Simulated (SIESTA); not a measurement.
# A self-consistent single point of Zr3Sn (Pm-3n, 8 atoms in the cell) with SIESTA

Computed with LDA PW92, numerical atomic orbitals TZP, PseudoDojo LDA standard norm-conserving potentials (rewritten from UPF to PSML) run with SIESTA 5.4.2.

The input file:

```
# files in the folder: Zr.psml Sn.psml (PseudoDojo LDA standard)
SystemName  Zr3Sn
SystemLabel Zr3Sn

NumberOfAtoms                8
NumberOfSpecies              2
%block ChemicalSpeciesLabel
  1 40 Zr
  2 50 Sn
%endblock ChemicalSpeciesLabel
LatticeConstant              1.0 Ang
%block LatticeVectors
     5.576714000    0.000000000    0.000000000
     0.000000000    5.576714000    0.000000000
     0.000000000    0.000000000    5.576714000
%endblock LatticeVectors
AtomicCoordinatesFormat      Ang
%block AtomicCoordinatesAndAtomicSpecies
     2.788357000    1.394178500    0.000000000  1
     2.788357000    4.182535500    0.000000000  1
     1.394178500    0.000000000    2.788357000  1
     4.182535500    0.000000000    2.788357000  1
     0.000000000    2.788357000    1.394178500  1
     0.000000000    2.788357000    4.182535500  1
     2.788357000    2.788357000    2.788357000  2
     0.000000000    0.000000000    0.000000000  2
%endblock AtomicCoordinatesAndAtomicSpecies

XC.functional                LDA
XC.authors                   PW92
PAO.BasisSize                TZP
PAO.EnergyShift              0.005 Ry
MeshCutoff                   300 Ry
%block kgrid.MonkhorstPack
    5   0   0  0.0
    0   5   0  0.0
    0   0   5  0.0
%endblock kgrid.MonkhorstPack
OccupationFunction           FD
ElectronicTemperature        0.1 eV

MaxSCFIterations             150
SCF.Mixer.Method             Pulay
SCF.Mixer.Weight             0.2
SCF.Mixer.History            6
SCF.DM.Tolerance             1.0E-05
Diag.ParallelOverK           true
WriteForces                  true
```

Log, with long lists cut:

```
reinit: Reading from file input.fdf

reinit: System Name: Zr3Sn
reinit: System Label: Zr3Sn

coor:   Atomic-coordinates input format  =     Cartesian coordinates
coor:                                          (in Angstroms)

siesta: Atomic coordinates (Bohr) and species
siesta:      5.26923   2.63462   0.00000  1        1
siesta:      5.26923   7.90385   0.00000  1        2
siesta:      2.63462   0.00000   5.26923  1        3
siesta:      7.90385   0.00000   5.26923  1        4
siesta:      0.00000   5.26923   2.63462  1        5
siesta:      0.00000   5.26923   7.90385  1        6
siesta:      5.26923   5.26923   5.26923  2        7
siesta:      0.00000   0.00000   0.00000  2        8

siesta: System type = bulk

initatomlists: Number of atoms, orbitals, and projectors:      8   194   144

siesta: ******************** Simulation parameters ****************************
redata: Spin configuration                          = none
redata: Time-Reversal Symmetry                      = T
redata: Number of Atomic Species                    =        2
redata: Mesh Cutoff                                 =   300.0000 Ry
redata: Net charge of the system                    =     0.0000 |e|
redata: Min. number of SCF Iter                     =        0
redata: Max. number of SCF Iter                     =      150
redata: SCF convergence failure will abort job
redata: SCF mix quantity                            = Hamiltonian
redata: Mix DM or H after convergence               =   F
redata: Recompute H after scf cycle                 =   F
redata: Mix DM in first SCF step                    =   T
redata: No kicks to SCF
redata: DM Mixing Weight for Kicks                  =     0.5000
redata: Require Harris convergence for SCF          =   F
redata: Harris energy tolerance for SCF             =     0.000100 eV
redata: Require DM convergence for SCF              =   T
redata: DM tolerance for SCF                        =     0.000010
redata: Require EDM convergence for SCF             =   F
redata: EDM tolerance for SCF                       =     0.001000 eV
redata: Require H convergence for SCF               =   T
redata: Hamiltonian tolerance for SCF               =     0.001000 eV
redata: Require (free) Energy convergence for SCF   =   F
redata: (free) Energy tolerance for SCF             =     0.000100 eV
redata: Using DFT-D3 dispersion                     =   F
redata: Using Saved Data (generic)                  =   F
redata: Method of Calculation                       = Diagonalization
redata: Electronic Temperature                      =  1160.4518 K
redata: Number of TDED substeps                     =        3
redata: Dynamics option                             = Single-point calculation
redata: Save all siesta data in one NC              =   F
redata: ***********************************************************************

%block SCF.Mixers
  Pulay
%endblock SCF.Mixers

%block SCF.Mixer.Pulay
  # Mixing method
  method pulay
  variant stable

  # Mixing options
  weight 0.2000
  weight.linear 0.2000
  history 6
%endblock SCF.Mixer.Pulay

DM_history_depth set to one: no extrapolation allowed by default for geometry relaxation
Size of DM history Fstack: 1
Total number of electrons:   100.000000
Total ionic charge:   100.000000

* ProcessorY, Blocksize:    1  64

* Orbital distribution balance (max,min):   194   194

 Kpoints in:           75 . Kpoints trimmed:           63

siesta: k-grid: Number of k-points = 63
siesta: k-points from Monkhorst-Pack grid
siesta: k-cutoff (effective) =    13.942 Ang
siesta: k-point supercell and displacements
siesta: k-grid:     5     0     0      0.000
siesta: k-grid:     0     5     0      0.000
siesta: k-grid:     0     0     5      0.000

diag: Algorithm                                     = D&C
diag: Parallel over k                               =   F
diag: Use parallel 2D distribution                  =   F
diag: Parallel block-size                           = 64
diag: Parallel distribution                         =     1 x     1
diag: Used triangular part                          = Lower
diag: Absolute tolerance                            =  0.100E-15
diag: Orthogonalization factor                      =  0.100E-05
diag: Memory factor                                 =  1.0000

superc: Internal auxiliary supercell:     5 x     5 x     5  =     125
superc: Number of atoms, orbitals, and projectors:   1000  24250  18000

                        Single-point calculation

superc: Internal auxiliary supercell:     5 x     5 x     5  =     125
superc: Number of atoms, orbitals, and projectors:   1000  24250  18000

outcell: Unit cell vectors (Ang):
        5.576714    0.000000    0.000000
        0.000000    5.576714    0.000000
        0.000000    0.000000    5.576714

outcell: Cell vector modules (Ang)   :    5.576714    5.576714    5.576714
outcell: Cell angles (23,13,12) (deg):     90.0000     90.0000     90.0000
outcell: Cell volume (Ang**3)        :    173.4344
new_DM -- step:     1
Initializing Density Matrix...

Attempting to read DM from file... Failed...
DM filled with atomic data:

InitMesh: MESH = 60 x 60 x 60 = 216000
InitMesh: Mesh cutoff (required, used) =   300.000   319.925 Ry

stepf: Fermi-Dirac step function

        iscf     Eharris(eV)        E_KS(eV)     FreeEng(eV)     dDmax    Ef(eV) dHmax(eV)
   scf:    1   -12495.210458   -12550.856452   -12551.194219  1.484978 -5.728244  3.455996
   scf:    2   -12551.955667   -12551.424301   -12551.761981  0.048657 -5.797537  2.335527
   scf:    3   -12552.291341   -12551.946458   -12552.283735  0.090322 -5.967390  0.050592
   scf:    4   -12551.948694   -12551.947726   -12552.284712  0.002025 -5.975855  0.015323
   scf:    5   -12551.948709   -12551.948261   -12552.284874  0.001488 -5.978902  0.021716
   scf:    6   -12551.948382   -12551.948326   -12552.284897  0.000438 -5.978993  0.003794
   scf:    7   -12551.948060   -12551.948194   -12552.284900  0.000452 -5.979337  0.002289
   scf:    8   -12551.948191   -12551.948192   -12552.284900  0.000025 -5.979297  0.002741
   scf:    9   -12551.948214   -12551.948203   -12552.284901  0.000106 -5.979441  0.000075
   scf:   10   -12551.948203   -12551.948203   -12552.284901  0.000006 -5.979449  0.000019

SCF Convergence by DM+H criterion
max |DM_out - DM_in|         :     0.0000056132
max |H_out - H_in|      (eV) :     0.0000190624
SCF cycle converged after 10 iterations

Using DM_out to compute the final energy and forces

siesta: E_KS(eV) =           -12551.9482

siesta: E_KS - E_eggbox =    -12551.9482

siesta: Atomic forces (eV/Ang):
     1   -0.000000    0.000001   -0.000000
     2   -0.000000   -0.000001   -0.000000
     3   -0.000000   -0.000000    0.000000
     4    0.000000   -0.000000    0.000000
     5    0.000000    0.000000   -0.000000
     6    0.000000    0.000000    0.000000
     7   -0.000000    0.000000   -0.000000
     8    0.000000   -0.000000   -0.000000
   Tot   -0.000000    0.000000    0.000000
   Max    0.000001
   Res    0.000000    sqrt( Sum f_i^2 / 3N )
   Max    0.000001    constrained

Stress tensor Voigt[x,y,z,yz,xz,xy] (kbar):       33.63       33.63       33.63       -0.00        0.00        0.00
(Free)E + p*V (eV/cell)   -12555.9257
Target enthalpy (eV/cell)   -12552.2849

siesta: Program's energy decomposition (eV):
siesta: Ebs     =     -2641.367701
siesta: Eions   =     17424.223543
siesta: Ena     =      3031.755331
siesta: Ekin    =      4902.706289
siesta: Enl     =      -346.119155
siesta: Eso     =         0.000000
siesta: Edftu   =         0.000000
siesta: DEna    =        98.577830
siesta: DUscf   =         1.860896
siesta: DUext   =         0.000000
siesta: Ex      =     -2560.035052
siesta: Ec      =      -256.470799
siesta: Exc     =     -2816.505851
siesta: Eharris =    -12551.948203
siesta: Etot    =    -12551.948203
siesta: FreeEng =    -12552.284901

siesta: Stress tensor (static) (eV/Ang**3):
siesta:     0.020992    0.000000    0.000000
siesta:     0.000000    0.020992    0.000000
siesta:     0.000000   -0.000000    0.020992

siesta: Cell volume =        173.434350 Ang**3

siesta: Pressure (static):
siesta:                Solid            Molecule  Units
siesta:          -0.00022864         -0.00022864  Ry/Bohr**3
siesta:          -0.02099247         -0.02099247  eV/Ang**3
siesta:         -33.63364256        -33.63364257  kBar
```

The run converged in 10 iterations.

The starting cell comes from a database of computed structures (which also holds hypothetical and non-ambient phases and stackings), without a prior relaxation at this level. Its lattice was rescaled by a random factor within 2.5 % of one. Values carry the incompleteness of an atom-centred basis. With a pressure of about -3 GPa the cell is away from its equilibrium volume at this level.

Cost on one core of a shared machine: roughly 4 min.
